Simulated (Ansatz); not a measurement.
Input and output of a self-consistent single point for TlBr (Pm-3m, 2 atoms in the cell) (Ansatz, a first-principles code)

Method: PBE (plane waves, PAW; Ansatz).

Input as run:

Ansatz 0.2 input:
```yaml
# TlBr
crystal:
  lattice:
    - [3.990000, 0.000000, 0.000000]
    - [0.000000, 3.990000, 0.000000]
    - [0.000000, 0.000000, 3.990000]
  atoms:
    - { symbol: Tl, position: [0.000000, 0.000000, 0.000000] }
    - { symbol: Br, position: [0.500000, 0.500000, 0.500000] }
kpoints:
  mp_grid: { grid: [8, 8, 8] }
hamiltonian:
  xc: pbe
  pseudopotentials: { kind: paw }
scf:
  occupations: { method: fermi_dirac, width: 0.02 }
output:
  forces: true
  eigenvalues: true
  stress: true
```

Log, with long lists cut:

```
WARN basis.ecutwfc = 420 eV, the default
WARN ansatz: RAYON_NUM_THREADS=1 ignored (pool sized by the plan → 1); use --threads N
Pseudopotentials: kind: paw
Pseudopotential: Tl, paw, valence charge 13
Pseudopotential: Br, paw, valence charge 7
Crystal: 2 atoms, lattice volume = 63.521 Å³
Basis set: ecut = 420 eV, 1237 PW (Γ), exchange–correlation on 54×54×54 points (8 copies of the dense FFT grid, shifted against one another)
Bands: 14, of which v1, the nominal top of the filled ones, is band 10 counted from 1 (9 counted from 0)
Symmetry: 48 space group operations
Space group: Pm-3m (ITA 221), of the structure as read, at distance tolerance 4.0e-5 Å
k-points: 35 of 512
Initial density: superposition of atomic densities (neutral atoms: chi_scale 0, normalization atom), corrected by the library's trained network
Initial wavefunctions: pseudopotential atomic-orbital guess
Eigensolver: davidson
Functional: x = pbe(κ = 0.804, μ = 0.2195149727645171), c = pbe(β = 0.06672455060314922)
SCF iter   1: F=—  HF=-14228.998172 eV  |F-HF|=—  |Δ(HF+E_count)|=         —  Δρ=5.34e-4  dr2=2.80e-4  ethr=1.77e-3  ⟨swp⟩=6.7  Hψ=2844  notcnv=0
all-band conjugate gradients solve this SCF's bands
preconditioner: auto → Resta (q_TF=auto, 2.250 Å⁻¹)
SCF iter   2: F=—  HF=-14228.997465 eV  |F-HF|=—  |Δ(HF+E_count)|=   7.07e-4  Δρ=6.40e-4  dr2=5.58e-4  ethr=1.40e-6  ⟨swp⟩=3.0  Hψ=1481  notcnv=0
SCF iter   3: F=—  HF=-14228.997388 eV  |F-HF|=—  |Δ(HF+E_count)|=   7.73e-5  Δρ=4.53e-4  dr2=2.86e-4  ethr=1.40e-6  ⟨swp⟩=1.0  Hψ=490  notcnv=0
SCF iter   4: F=—  HF=-14228.997334 eV  |F-HF|=—  |Δ(HF+E_count)|=   5.45e-5  Δρ=3.55e-4  dr2=1.68e-4  ethr=1.40e-6  ⟨swp⟩=1.0  Hψ=490  notcnv=0
SCF iter   5: F=—  HF=-14228.997323 eV  |F-HF|=—  |Δ(HF+E_count)|=   1.08e-5  Δρ=7.66e-5  dr2=2.53e-6  ethr=8.40e-7  ⟨swp⟩=2.0  Hψ=840  notcnv=0
SCF iter   6: F=—  HF=-14228.997331 eV  |F-HF|=—  |Δ(HF+E_count)|=   8.12e-6  Δρ=7.36e-5  dr2=7.51e-6  ethr=1.27e-8  ⟨swp⟩=2.0  Hψ=841  notcnv=0
SCF iter   7: F=—  HF=-14228.997330 eV  |F-HF|=—  |Δ(HF+E_count)|=   7.33e-7  Δρ=5.71e-5  dr2=4.52e-6  ethr=1.27e-8  ⟨swp⟩=1.0  Hψ=494  notcnv=0
SCF iter   8: F=—  HF=-14228.997330 eV  |F-HF|=—  |Δ(HF+E_count)|=   4.00e-7  Δρ=4.79e-5  dr2=3.17e-6  ethr=1.27e-8  ⟨swp⟩=1.0  Hψ=490  notcnv=0
SCF iter   9: F=—  HF=-14228.997329 eV  |F-HF|=—  |Δ(HF+E_count)|=   5.75e-7  Δρ=3.04e-5  dr2=1.27e-6  ethr=1.27e-8  ⟨swp⟩=1.0  Hψ=490  notcnv=0
SCF iter  10: F=-14228.997329 eV  HF=-14228.997329 eV  |F-HF|=1.06e-10  |Δ(HF+E_count)|=   3.77e-7  Δρ=8.06e-7  dr2=3.43e-10  ethr=5.00e-10  ⟨swp⟩=3.4  Hψ=2143  notcnv=0
SCF 1 converged in 10 iterations: F = -14228.997329 eV  dr2 = 3.43e-10
SCF converged after 10 iterations
Free energy (F): -14228.997329 eV
Harris-Foulkes:  -14228.997329 eV  (|F-HF|=1.06e-10)
Internal energy: -14228.997329 eV  (E = F + TS)
E sigma→0 (E₀):  -14228.997329 eV
Fermi energy:    5.991117 eV
--- Per-component energies (eV) ---
  E_band       = -43.142793
  E_kinetic    = 464.621242
  E_local      = -1226.837326  (includes V_loc(G=0)·N_el)
  E_nonlocal   = 388.110723
  E_hartree    = 428.687407
  E_xc         = -495.555151
  E_vxc        = -245.704851  (∫ρ·V_xc dr)
  E_paw        = -12408.539669  (= ΣΔE_a)
  E_vpaw       = -280.707041  (= ΣTr[D̂ρ^β])
  E_aug_tail   = 0.000034  (compensation charges beyond the density's cutoff)
  E_ewald      = -1379.484588
  E_smearing   = -0.000000  (= −TS)
  E_closure    = -0.000000  (closes the sum)
  Σ components = -14228.997329   (vs F -14228.997329, Δ=0.00e0)
--- Forces (eV/Å), atoms counted from 1 ---
  atom   1  Tl    -0.00000000     0.00000000    -0.00000000
  atom   2  Br     0.00000000     0.00000000    -0.00000000
  max |Σ_I F_I| component: 4.24e-30 eV/Å
--- Stress (GPa, compression-positive) ---
        1.038250       0.000000       0.000000
        0.000000       1.038250       0.000000
        0.000000       0.000000       1.038250
  P = ⅓ Tr σ = 1.0383 GPa (10.383 kbar)
  The stress holds the Pulay correction. Without it, at fixed plane waves, as pw.x and ABINIT print it: P = 1.0136 GPa
--- Band table (eV; the first three rows and the last of 35) ---
  k-point 0: bands = ["-8.6425", "-5.0449", "-5.0449", "-4.8725", "-4.8725", "-4.8725", "0.4270", "3.7780", "3.7780", "3.7780", "12.0821", "12.0821", "12.2539", "12.2539"]
  k-point 1: bands = ["-8.6105", "-5.0435", "-5.0260", "-4.8812", "-4.8812", "-4.8717", "0.2964", "3.8435", "3.8435", "3.8609", "10.8058", "12.0399", "12.0399", "12.1796"]
  k-point 2: bands = ["-8.5309", "-5.0399", "-4.9810", "-4.9020", "-4.9020", "-4.8698", "-0.0137", "4.0099", "4.0099", "4.1510", "9.1297", "11.5283", "11.5283", "12.4592"]
  k-point 34: bands = ["-8.1178", "-5.0031", "-5.0031", "-5.0031", "-4.8191", "-4.8191", "2.3057", "3.1652", "3.1652", "3.1652", "7.2241", "7.2241", "7.2241", "17.8170"]
```

The run converged in 10 iterations.

The starting cell has typed, rounded lattice constants, without a prior relaxation at this level. Spin-orbit coupling is off. Ansatz's pressure includes its estimate of the finite-basis (Pulay) stress.
